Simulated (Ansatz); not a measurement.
Amorphous Si₂₄O₄₉Mg, 74 atoms at 2.16 g/cm³, one PBE-relaxed geometry, zone centre. Methods: PBE, scalar-relativistic without spin-orbit coupling (Ansatz, an electronic-structure program); r2SCAN, scalar-relativistic without spin-orbit coupling (Ansatz); HSE06, scalar-relativistic without spin-orbit coupling (Ansatz). Plane waves to 420 eV (r2SCAN 500 eV); exact exchange is cut at the cell's faces. At PBE the levels at the filled edge of the gap are localised (band-tail or defect states), and the nearest spread-out levels lie 5.2 eV apart at the zone centre. All rungs ran without spin polarisation.

The cell was made by melting and quenching with the CHGNet potential and then relaxed with DFT. O atoms were pushed apart under 1.9 Å during the dynamics, to hinder bonds among them. The hot cell started wider than the set density and was brought back towards it in steps. It is the lowest in DFT energy of 2 quenches. It is a model cell: composition and starting density were chosen by hand, and all elements were melted together. No dispersion term was used. Its density started from a set value of 2.22 and ended at 2.16 g/cm³. The simulated quench (nominally 400 K/ps over its main leg) is rapid and tends to freeze in more defects than a deposited or slowly cooled glass has. Values belong to this one cell and scatter from quench to quench. Volume and shape were free in the relaxation.

The relaxation ran on the zone centre alone. At PBE the level gap is 3.99 eV on a 2×2×2 Γ-centred mesh, and the spacing at the zone centre alone 3.98 eV.

### Question
What zone-centre spacing does r2SCAN give, roughly?

### Answer
4.63 eV (+0.65 eV against PBE).

### Question
What zone-centre spacing does HSE06 give, roughly?

### Answer
5.73 eV (+1.74 eV against PBE).

The highest filled and the lowest empty state spread over these numbers of atoms (participation numbers): PBE: 2.4 and 50.3; r2SCAN: 2.3 and 51.7; HSE06: 2.4 and 52.8.
